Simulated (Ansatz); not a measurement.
# A computed series for CsSrF3: response to strain

Start from CsSrF$_{3}$ in the cubic perovskite structure (space group Pm-3m, No. 221; a = 4.737 Å; a cell from a computed database, its experimental status unchecked). Axes: x, y, z lie along the cube axes.

Strains are applied to the cell and any free atomic positions relax; under biaxial strain the out-of-plane vector relaxes too.

All numbers come from DFT with PBEsol, PAW potentials and a 420 eV plane-wave cutoff in Ansatz (a first-principles code), no spin-orbit coupling, earlier PAW set.

Notes on the quantities. pressure: mean of the normal stresses, compression positive.

```json
[
 {"case": "base", "volume per atom": "21.26 Å³", "electron mass": "0.45 mₑ (at Γ)", "pressure": "0.00 GPa"},
 {"case": "biaxial strain −3.50 %, plane normal [001], relaxed out of plane", "volume per atom": "20.09 Å³", "electron mass": "0.44 mₑ (at Γ)", "pressure": "3.13 GPa"},
 {"case": "biaxial strain −1.13 %, plane normal [001], relaxed out of plane", "volume per atom": "20.88 Å³", "electron mass": "0.45 mₑ (at Γ)", "pressure": "0.86 GPa"},
 {"case": "biaxial strain −0.32 %, plane normal [001], relaxed out of plane", "volume per atom": "21.15 Å³", "electron mass": "0.45 mₑ (at Γ)", "pressure": "0.23 GPa"},
 {"case": "uniaxial strain ε_yy = −3.19 %", "volume per atom": "20.59 Å³", "electron mass": "0.45 mₑ (at Γ)", "pressure": "1.64 GPa"},
 {"case": "uniaxial strain ε_yy = +1.00 %", "volume per atom": "21.48 Å³", "electron mass": "0.46 mₑ (at Γ)", "pressure": "-0.42 GPa"},
 {"case": "uniaxial strain ε_zz = −2.62 %", "volume per atom": "20.71 Å³", "electron mass": "0.45 mₑ (at Γ)", "pressure": "1.31 GPa"},
 {"case": "uniaxial strain ε_zz = −0.18 %", "volume per atom": "21.23 Å³", "electron mass": "0.45 mₑ (at Γ)", "pressure": "0.08 GPa"},
 {"case": "tensor shear ε_xz = −0.46 %", "volume per atom": "21.26 Å³", "electron mass": "0.45 mₑ (at Γ)", "pressure": "0.00 GPa"}
]
```

The levels and masses belong to the bands next to the band gap. Effective masses come from finite differences of ±0.01 Å⁻¹. Stability against distortions was not tested. Many cubic perovskites are stable only at high temperature; tilts and polar distortions were not tested.
